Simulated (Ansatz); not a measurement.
Ansatz (a first-principles code) run on BW3 (Fm-3m, 4 atoms in the cell): self-consistent single point.

Level of theory: PBEsol, default PAW files made with PBE (plane waves; Ansatz).

```
CELL_PARAMETERS angstrom
      0.00000     3.50241     3.50241
      3.50241     0.00000     3.50241
      3.50241     3.50241     0.00000
ATOMIC_POSITIONS crystal
  B  0.00000 0.00000 0.00000
  W  0.50000 0.50000 0.50000
  W  0.25000 0.25000 0.25000
  W  0.75000 0.75000 0.75000
```

Reference input (self-consistent single point, DFT, PBEsol, plane waves, default PAW files made with PBE): basis.ecutwfc = 30.9 Ry; kpoints.mp_grid.grid = 8 8 8; hamiltonian.xc = pbesol; hamiltonian.pseudopotentials = {kind: paw} (the program's default PAW files); scf.occupations.method = cold; scf.occupations.width = 0.0147 Ry. This run's input differs from it in these lines:

Ansatz 0.2 input:
```diff
@@ -14,3 +14,3 @@
   mp_grid:
-    grid: [8, 8, 8]
+    grid: [6, 6, 6]
 hamiltonian:
```

Output (repeated stretches shortened):

```
SCF iter   1: F=—  HF=-30912.453386 eV  |F-HF|=—  |Δ(HF+E_count)|=         —  Δρ=1.29e-2  dr2=3.37e-1  ethr=1.77e-3  ⟨swp⟩=4.1  Hψ=1710  notcnv=0
all-band conjugate gradients solve this SCF's bands
preconditioner: auto → Kerker (q_TF=auto, 2.449 Å⁻¹)
SCF iter   2: F=—  HF=-30912.419331 eV  |F-HF|=—  |Δ(HF+E_count)|=   3.41e-2  S|Δr|=    0.00e0  Δρ=4.77e-3  dr2=3.32e-2  ethr=7.49e-4  ⟨swp⟩=1.0  Hψ=560  notcnv=0
SCF iter   3: F=—  HF=-30912.414873 eV  |F-HF|=—  |Δ(HF+E_count)|=   4.46e-3  S|Δr|=    0.00e0  Δρ=1.20e-3  dr2=9.39e-4  ethr=7.38e-5  ⟨swp⟩=2.0  Hψ=503  notcnv=0
SCF iter   4: F=—  HF=-30912.414709 eV  |F-HF|=—  |Δ(HF+E_count)|=   1.64e-4  S|Δr|=    0.00e0  Δρ=1.40e-4  dr2=1.57e-5  ethr=2.09e-6  ⟨swp⟩=2.0  Hψ=591  notcnv=0
SCF iter   5: F=—  HF=-30912.414706 eV  |F-HF|=—  |Δ(HF+E_count)|=   2.83e-6  S|Δr|=    0.00e0  Δρ=3.02e-5  dr2=5.66e-7  ethr=3.49e-8  ⟨swp⟩=2.2  Hψ=533  notcnv=0
SCF iter   6: F=-30912.414706 eV  HF=-30912.414706 eV  |F-HF|=1.16e-10  |Δ(HF+E_count)|=   4.99e-8  S|Δr|=    0.00e0  Δρ=4.07e-6  dr2=7.21e-9  ethr=2.22e-10  ⟨swp⟩=6.7  Hψ=1763  notcnv=0
SCF 1 converged in 6 iterations: F = -30912.414706 eV  dr2 = 7.21e-9
Stability not checked (fill_not_monotonic)
Free energy (F): -30912.414706 eV
Internal energy: -30912.423542 eV  (E = F + TS)
E sigma→0 (E₀):  -30912.417651 eV
Entropy (-TS):   0.008836 eV (2.209 meV/atom)
Fermi energy:    11.827507 eV
--- Forces (eV/Å), atoms counted from 1 ---
  atom   1  B     -0.00000000     0.00000000    -0.00000000
   [... zero for the other atoms too ...]
--- Stress (GPa, compression-positive) ---
      -48.497506       0.000000      -0.000000
        0.000000     -48.497506       0.000000
        0.000000       0.000000     -48.497506
  P = ⅓ Tr σ = -48.4975 GPa (-484.975 kbar)
  The stress holds the Pulay correction. Without it, at fixed plane waves, as pw.x and ABINIT print it: P = -48.5353 GPa
```

The run converged in 6 iterations. Against the reference run the free energy rises by 1.6 meV/atom and the pressure goes from -48.91 to -48.50 GPa.

The starting cell was generated: these elements placed on a structure prototype, without a prior relaxation; it need not be a known phase or ordering of this composition. Its lattice was rescaled by a random factor within 2.5 % of one. Spin polarisation is off. Ansatz's pressure includes its estimate of the finite-basis (Pulay) stress.
